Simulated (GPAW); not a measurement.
A relaxation of cell and atoms of Na (Im-3m, 1 atom in the cell) with GPAW.

Computed with PBE, GPAW PAW datasets PBE (gpaw-data 1.0.1) (plane waves; GPAW).

```
CELL_PARAMETERS angstrom
     -2.08298     2.08298     2.08298
      2.08298    -2.08298     2.08298
      2.08298     2.08298    -2.08298
ATOMIC_POSITIONS crystal
  Na 0.00000 0.00000 0.00000
```

Reference input (self-consistent single point, DFT PBE, plane waves, GPAW PAW datasets PBE (gpaw-data 1.0.1)): mode = pw; ecut = 800 eV; xc = PBE; kpts = 8 8 8; mesh shift (steps) = 0 0 0; occupations.name = fermi-dirac; occupations.width = 0.1 eV; nbands = -5; symmetry.symmorphic = false; symmetry.tolerance = 0.0005; maxiter = 120. This run's input differs from it in these lines:

```diff
@@ -1,2 +1,4 @@
 from ase import Atoms
+from ase.filters import FrechetCellFilter
+from ase.optimize import LBFGS
 from ase.units import GPa
@@ -16,2 +18,3 @@
             nbands=-5,
+            convergence={'density': 1e-05},
             symmetry={'symmorphic': False, 'tolerance': 0.0005},
@@ -20,2 +23,10 @@
 atoms.calc = calc
+
+target = FrechetCellFilter(atoms)
+
+opt = LBFGS(target, logfile='-')
+converged = opt.run(fmax=0.03, steps=40)
+print('Relaxation converged:', converged)
+print('Cell:', atoms.cell.cellpar().round(4))
+print(atoms.get_scaled_positions().round(5))
```

The program printed (abridged):

```
     iter     time        total  log10-change:
                         energy   eigst   dens
iter:   1 --:--:--    -1.318157
iter:   2 --:--:--    -1.318744   -2.03  -1.70
iter:   3 --:--:--    -1.314820   -2.77  -1.71
iter:   4 --:--:--    -1.316658   -3.75  -2.50
iter:   5 --:--:--    -1.313850c  -3.85  -2.58
iter:   6 --:--:--    -1.313832c  -5.91  -3.48
iter:   7 --:--:--    -1.313817c  -5.78  -3.57
iter:   8 --:--:--    -1.313814c  -6.17  -3.87
iter:   9 --:--:--    -1.313814c  -7.60c -4.84
iter:  10 --:--:--    -1.313814c  -8.20c -4.65
iter:  11 --:--:--    -1.313814c  -8.64c -5.05c
Converged after 11 iterations.

Dipole moment: (0.000000, -0.000000, 0.000000) |e|*Ang

Energy contributions relative to reference atoms: (reference = -4418.610498)

Kinetic:         +1.579096
Potential:       -1.325314
External:        +0.000000
XC:              -1.525782
Entropy (-ST):   -0.020126
Local:           -0.031750
SIC:             +0.000000
--------------------------
Free energy:     -1.323877
Extrapolated:    -1.313814

Showing only first 2 kpts
 Kpt  Band  Eigenvalues  Occupancy
  0     1    -24.55432    2.00000
  0     2    -24.55432    2.00000
  0     3     -2.98553    2.00000
  0     4     12.25017    0.00000

  1     1    -24.55624    2.00000
  1     2    -24.55431    2.00000
  1     3     -2.70563    2.00000
  1     4      9.62037    0.00000

Fermi level: 0.38273

No gap
   [... lines left out ...]
Occupation numbers: Fermi-Dirac:
Atomic positions and initial magnetic moments
Free energy:     -1.323999
Fermi level: 0.37582
No gap
Occupation numbers: Fermi-Dirac:
Atomic positions and initial magnetic moments
Free energy:     -1.324677
Fermi level: 0.30430
No gap
   [... lines left out ...]
Stress tensor:
    -0.000148     0.000000     0.000000
     0.000000    -0.000148     0.000000
     0.000000     0.000000    -0.000148

Forces in eV/Ang:
  0 Na   -0.00000   -0.00000   -0.00000

LBFGS:    2 --:--:--       -1.324677        0.005487
Relaxation converged: True
Cell: [  3.6403   3.6403   3.6403 109.4712 109.4712 109.4712]
[[0. 0. 0.]]
Energy (eV): -1.314504
Stress (GPa, Voigt): [-0.0237 -0.0237 -0.0237  0.      0.      0.    ]
```

The run converged. GPAW prints stress with tension positive. 

Summary of the result:
```
Property                                                                                                                          Result
-------------------------------------------------------  -------------------------------------------------------------------------------
Free energy E − TS (from the program's reference atoms)                                                                       -1.3247 eV
Fermi level (on the code's own zero)                                                                                             0.30 eV
Pressure                                                                                                                        0.02 GPa
Final cell                                               a = 3.6403 Å, b = 3.6403 Å, c = 3.6403 Å, α = 109.47°, β = 109.47°, γ = 109.47°
Final volume per atom                                                                                                           37.14 Å³
Relaxation steps                                                                                                                       2
```

The starting cell comes from a database of computed structures (which also holds hypothetical and non-ambient phases and stackings), without a prior relaxation at this level. Its lattice was rescaled by a random factor within 2.5 % of one. The relaxation keeps the symmetry of its start, so its end need not be a minimum.
